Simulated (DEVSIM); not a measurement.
Device: abrupt GaSb n-p junction, at 300 K.

```tsv
layer (left to right)	material	thickness (μm)	Nd (cm⁻³)	Na (cm⁻³)	τn (s)	τp (s)
1	GaSb	17.0	5.3e16	-	6.4e-8	6.4e-8
2	GaSb	440	-	2.5e15	6.4e-8	6.4e-8
```

Left contact: ohmic. Right contact: ohmic. Voltage is applied to the left contact. Recombination: SRH at mid-gap. Mobility is μmin + (μ − μmin)/(1 + (N/Nref)^α).

The device is made up for the run: typed textbook-type constants, with dimensions and the other settings drawn at random. Values at 300 K.

```csv
parameter,GaSb
gap (eV),0.726
affinity (eV),4.06
permittivity,15.7
Nc (cm⁻³),2.1e17
Nv (cm⁻³),1.8e19
μn (cm²/Vs),5000
μp (cm²/Vs),850
"μn,min",1000
"μp,min",190
"Nref,n",2.8e17
"Nref,p",9e17
αn,1.05
αp,0.65
```

DEVSIM, 1D drift-diffusion, Boltzmann statistics, complete ionisation; no tunnelling, impact ionisation, image-force lowering or self-heating.

**Question.** Tabulate band edges, carrier densities and field at zero bias.

**Answer.** Energies count from the Fermi level of the right contact; mesh points crowd at the junctions.

| x (μm) | Ec (eV) | Ev (eV) | n (cm⁻³) | p (cm⁻³) | field (V/cm) |
|---|---|---|---|---|---|
| 0.000 | 0.036 | -0.690 | 5.3e16 | 4.5e7 | ≈ 0 |
| 0.06448 | 0.036 | -0.690 | 5.3e16 | 4.5e7 | ≈ 0 |
| 0.3017 | 0.036 | -0.690 | 5.3e16 | 4.5e7 | ≈ 0 |
| 1.174 | 0.036 | -0.690 | 5.3e16 | 4.5e7 | ≈ 0 |
| 6.873 | 0.036 | -0.690 | 5.3e16 | 4.5e7 | ≈ 0 |
| 14.07 | 0.036 | -0.690 | 5.3e16 | 4.5e7 | ≈ 0 |
| 16.22 | 0.036 | -0.690 | 5.3e16 | 4.5e7 | ≈ 0 |
| 16.88 | 0.036 | -0.690 | 5.3e16 | 4.6e7 | 110 |
| 16.99 | 0.061 | -0.665 | 2.0e16 | 1.2e8 | 11000 |
| 17.03 | 0.127 | -0.599 | 1.6e15 | 1.5e9 | 14000 |
| 17.18 | 0.302 | -0.424 | 1.8e12 | 1.4e12 | 9900 |
| 18.14 | 0.496 | -0.230 | 9.6e8 | 2.5e15 | ≈ 0 |
| 21.26 | 0.496 | -0.230 | 9.6e8 | 2.5e15 | ≈ 0 |
| 32.78 | 0.496 | -0.230 | 9.6e8 | 2.5e15 | ≈ 0 |
| 108.4 | 0.496 | -0.230 | 9.6e8 | 2.5e15 | ≈ 0 |
| 310.7 | 0.496 | -0.230 | 9.6e8 | 2.5e15 | ≈ 0 |
| 417.4 | 0.496 | -0.230 | 9.6e8 | 2.5e15 | ≈ 0 |
| 446.3 | 0.496 | -0.230 | 9.6e8 | 2.5e15 | ≈ 0 |
| 455.2 | 0.496 | -0.230 | 9.6e8 | 2.5e15 | ≈ 0 |
| 456.5 | 0.496 | -0.230 | 9.6e8 | 2.5e15 | ≈ 0 |
| 456.9 | 0.496 | -0.230 | 9.6e8 | 2.5e15 | ≈ 0 |
| 457.0 | 0.496 | -0.230 | 9.6e8 | 2.5e15 | ≈ 0 |
